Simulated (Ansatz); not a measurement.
The parent structure is GaN in the wurtzite structure (space group P6_3mc, No. 186; a = 3.2184 Å, c = 5.2432 Å). Axes: x lies along a and z along c of the hexagonal cell.

Method: PBE (Ansatz, an electronic-structure program; PAW; 420 eV plane waves; no spin-orbit coupling).

For the base:

The shortest interatomic distance comes out as 3.718 bohr. The valence-band top at Γ comes out as 0.00, 0.00, -0.04 eV.

Perturbation: biaxial strain −2.40 %, plane normal [001], relaxed out of plane (Cartesian); in-plane vectors clamped, the third vector and the atoms free.

Task: What happens to the shortest interatomic distance?

Result: The shortest interatomic distance shrinks by 0.055 bohr (3.718 bohr → 3.663 bohr).

Task: How does this affect the out-of-plane strain?

Result: The out-of-plane strain is +1.10 %.

Task: How does this affect the valence-band top at Γ?

Result: The valence-band top at Γ (three highest levels, from the VBM) changes from 0.00, 0.00, -0.04 eV to 0.00, 0.00, -0.28 eV.

Task: Estimate the effect on the in-plane stress.

Result: The mean in-plane stress (compression positive) comes out as +10.5 GPa.

The levels and masses belong to the bands next to the band gap. Stability against distortions was not tested.
